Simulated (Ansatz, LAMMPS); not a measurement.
# Si well of 9 atomic layers along [001] in random Si0.7Ge0.3, 5 % Ge through the well

Cell 16.67 × 16.67 × 49.70 Å, Si498Ge150, 648 atoms. Prepared with Tersoff's 1989 multicomponent potential (SiCGe.tersoff) in LAMMPS: minimisation. 

Computed with PBE, support functions at accuracy medium on the grid of 370 eV (norm-conserving potentials; Ansatz, a quantum-chemistry and plane-wave program).

Basis: localised support functions (accuracy medium) on a full density matrix. k-points: zone centre alone; occupations: Fermi-Dirac, 0.010 eV; spin polarisation not allowed. Spin-orbit coupling is left out.

```yaml
Kohn-Sham gap of the cell on its k-mesh: 0.44 eV
weight_of_the_highest_filled_level_on_the_well: 0.22
weight_of_the_lowest_empty_level_on_the_well: 0.84
coordination (neighbours within 2.855 Å): 100.0 % 4-fold
Ge-Ge bonds, mean ± spread: 2.469 ± 0.008 Å
Ge-Si bonds, mean ± spread: 2.425 ± 0.008 Å
Si-Si bonds, mean ± spread: 2.381 ± 0.007 Å
bond angles, mean ± spread: 109.5° ± 1.1°
pressure: -0.74 GPa
cost_of_the_final_run: very roughly 50 core-minutes, 15 SCF iterations, 13 GiB
```
